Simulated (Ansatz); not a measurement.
Here is the system:

```xyz
6
Lattice="-1.9305 1.9305 8.7000 1.9305 -1.9305 8.7000 1.9305 1.9305 -8.7000" Properties=species:S:1:pos:R:3 pbc="T T T"
S      1.9305     0.0000     4.3500
S      0.0000     1.9305     1.7366
S      0.0000     1.9305     6.9634
Ge     0.0000     0.0000     0.0000
Zn     0.0000     0.0000     5.6567
Zn     0.0000     0.0000    11.7433
```

No spin polarisation.

Level of theory: Kohn–Sham DFT with the PBEsol functional, run in Ansatz (an electronic-structure program) with PAW and 420 eV plane waves, spin-orbit coupling left out. Settings: 12×12×12 k-points, 0.05 eV Fermi–Dirac smearing.

**Question.** What is the computed band gap?

**Answer.** 0.88 eV.

**Question.** What is the computed gap character (in this cell's own zone, which can be folded)?

**Answer.** Indirect, Γ–X (40 % along) → X.

Each cell is one ordered arrangement of few atoms, which overstates ordering effects compared with a random alloy. Stability against distortions was not tested. The cell was made from ZnS by this change: x(Ge) = 0.333, 6 atoms, I-4m2.
